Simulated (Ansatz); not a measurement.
NbP (model structure, started from the NbAs type, I4₁md, No. 109, 4 atoms in the cell)

Method: PBEsol (Ansatz, an electronic-structure program, PAW).

Numerical settings: plane-wave cutoff 500 eV, 18×18×18 k mesh, Fermi–Dirac smearing 0.05 eV, no spin polarisation, scalar-relativistic PAW data made under PBE.

Cell (relaxed at this level):

```xyz
4
Lattice="-1.6603 1.6603 5.6440 1.6603 -1.6603 5.6440 1.6603 1.6603 -5.6440" Properties=species:S:1:pos:R:3 pbc="T T T"
Nb     0.0000     0.0000     8.4561
Nb     0.0000     1.6603    -0.0099
P      0.0000     0.0000     1.8837
P      0.0000     1.6603     4.7057
```

* **band gap**: none

Note: the relaxation could raise the start's symmetry but not lower it, so the cell can be a saddle point.

Spin–orbit coupling is not included.

Static lattice: no zero-point or thermal effects.

Cost on a shared machine: very roughly 4 core-minutes.

A model structure was made by putting elements into a prototype or built by hand; it is no filed structure, need not be a known phase, and can be a saddle point held by its symmetry.
